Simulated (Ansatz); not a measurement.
The parent structure is Ta in the bcc (W type) structure (space group Im-3m, No. 229; relaxed with 0.1 eV smearing).

```yaml
crystal:
  lattice:
    - [-1.65304, 1.65304, 1.65304]
    - [1.65304, -1.65304, 1.65304]
    - [1.65304, 1.65304, -1.65304]
  atoms:
    - { symbol: Ta, position: [0.00000, 0.00000, 0.00000] }
```

Cartesian axes are those of the cell as printed.

Calculations: Ansatz (an electronic-structure program), r2SCAN, PAW, cutoff 500 eV, no spin-orbit coupling.

Now apply this change: biaxial strain +3.00 %, plane normal [001], relaxed out of plane (Cartesian); in-plane vectors clamped, the third vector and the atoms free.

### Question
What does the calculation give for the energy relative to the base, ratio −ε⊥/ε∥ and in-plane stress after the change?

### Answer
The energy rises by 21 meV/atom; the ratio −ε⊥/ε∥ is 1.23; the mean in-plane stress (compression positive) is -5.7 GPa.

No phonon test of stability was made. The final runs are not spin-polarised.
